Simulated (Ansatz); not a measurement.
# AlNi: pressure 30 GPa

Base system: AlNi in the CsCl type structure (space group Pm-3m, No. 221; a = 2.863 Å; non-magnetic).

Modification: cell and atoms relaxed at a pressure of 30 GPa.

All numbers come from r2SCAN in Ansatz (plane waves to 500 eV, PAW, spin-orbit coupling left out). k-mesh 16×16×16 (Γ-centred); smearing 0.05 eV (Fermi–Dirac).

```json
[
 {"quantity": "density", "base": "6.06 g/cm³", "changed": "6.90 g/cm³", "shift": "+0.834 g/cm³"},
 {"quantity": "lattice parameter a", "base": "2.863 Å", "changed": "2.743 Å", "shift": "-0.120 Å"},
 {"quantity": "enthalpy H = E + PV relative to the base's energy", "base": "–", "changed": "+2.05 eV/atom", "shift": "–"},
 {"quantity": "band gap", "base": "zero", "changed": "zero", "shift": "–"}
]
```

Final structure:

```yaml
crystal:
  lattice:
    - [2.74269, 0.00000, 0.00000]
    - [0.00000, 2.74269, 0.00000]
    - [0.00000, 0.00000, 2.74269]
  atoms:
    - { symbol: Al, position: [0.00000, 0.00000, 0.00000] }
    - { symbol: Ni, position: [0.50000, 0.50000, 0.50000] }
```

Load acts through the strain it causes; cell and atoms are relaxed under it. No phonon test of stability was made. Competing high-pressure phases were not computed. Starting moments died away, wholly or in part, for the base; another magnetic solution may exist. All final runs are without spin polarisation.

Ansatz is a first-principles code.
